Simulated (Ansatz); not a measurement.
Consider AgBr in the rock salt structure (space group Fm-3m, No. 225; a = 5.841 Å).

Level of theory: Kohn–Sham DFT with the PBE functional, run in Ansatz (a program for electronic structure) with PAW and 420 eV plane waves, without spin-orbit coupling.

For the base:

| Item | Result |
|---|---|
| Gap character | indirect, L → Γ |
| Band gap | 0.69 eV |

Now apply this change: a hydrostatic pressure of 75 GPa.

**Question.** What does the calculation give for the gap character and band gap after the change?

**Answer.** The gap character changes from indirect, L → Γ to indirect, L → X; the band gap falls by 0.36 eV to 0.33 eV.

Load acts through the strain it causes; cell and atoms are relaxed under it. No phonon test of stability was made. No other phases were tried under pressure.
